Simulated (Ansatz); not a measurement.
The starting structures come from a database of crystals and need not be the phases stable at ambient conditions.

By PBEsol, the system below comes out a metal.

Given:

```yaml
crystal:
  lattice:
    - [5.10278, 0.00000, 0.00000]
    - [1.70093, 7.20465, 0.00000]
    - [2.55139, 0.00000, 1.47305]
  atoms:
    - { symbol: Ag, position: [0.00000, 0.00000, 0.00000] }
    - { symbol: Ag, position: [0.22228, 0.33315, 0.00000] }
    - { symbol: Ag, position: [0.77772, 0.66685, 0.00000] }
```

Space group of this cell: R-3m. The cell is taken as given; by PBEsol its mean pressure is -7.5 GPa.

The current flows along the normal of the first two printed cell vectors, the (110) plane of the conventional cell. No spin-orbit coupling; the value is a mean over 0.1 eV about the Fermi level.

Predict the ballistic conductance per area from PBEsol (Ansatz, a quantum-chemistry and plane-wave program).

0.90 × 10¹⁵ S/m² for both spins.
